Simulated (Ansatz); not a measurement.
Take W in the fcc (Cu type) structure (space group Fm-3m, No. 225; a = 3.998 Å) as the base.

Now apply this change: cell and atoms relaxed at a pressure of 5 GPa.

Levels (all Ansatz, an electronic-structure program, PAW): PBEsol (420 eV, scalar-relativistic without spin-orbit coupling); PBEsol+SOC (420 eV, spin-orbit coupling included).

The geometry is relaxed with PBEsol.

```
Item              Result
---------------  -------
PBEsol pressure  5.0 GPa
```

With PBEsol+SOC at the same geometry, the pressure increases by 1.0 GPa (5.0 GPa → 6.0 GPa).

Single points use the geometry relaxed with PBEsol. The spin-orbit shifts are approximate. Load acts through the strain it causes; cell and atoms are relaxed under it. Whether these cells are dynamically stable was not tested. Competing high-pressure phases were not computed. The runs without spin-orbit coupling are not spin-polarised. This is not the structure that W has at room temperature and ambient pressure.
